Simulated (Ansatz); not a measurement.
Consider SnO (space group P4/nmm, No. 129; a = 3.837 Å, c = 4.759 Å; layered, stacked along the Cartesian z axis). Axes: x, y, z lie along a, b, c of the conventional cell.

Computed with plane-wave PAW DFT at the PBE-D3(BJ) level (Ansatz, a quantum-chemistry and plane-wave program, 420 eV), no spin-orbit coupling.

Strains are applied to the cell and any free atomic positions relax; under biaxial strain the out-of-plane vector relaxes too.

One change was made to it. Results:

| quantity | base | after |
|---|---|---|
| band gap | zero | 0.45 eV |
| shortest interatomic distance | 4.235 bohr | 4.290 bohr |
| gap character | absent | indirect, M–Γ (80 % along) → M |

### Question
What was done to the base?
(A) biaxial strain +3.00 %, plane normal [001], relaxed out of plane
(B) biaxial strain +1.80 %, plane normal [001], relaxed out of plane
(C) biaxial strain +1.20 %, plane normal [001], relaxed out of plane
(D) biaxial strain +2.40 %, plane normal [001], relaxed out of plane

### Answer
A, biaxial strain +3.00 %, plane normal [001], relaxed out of plane. For comparison, the band gap in the other runs: biaxial strain +1.80 %, plane normal [001], relaxed out of plane gives 0.27 eV; biaxial strain +2.40 %, plane normal [001], relaxed out of plane gives 0.36 eV; biaxial strain +1.20 %, plane normal [001], relaxed out of plane gives 0.18 eV.

No phonon test of stability was made. All final runs are without spin polarisation. A zero or small gap of SnO can be the functional's error rather than a property of the material.
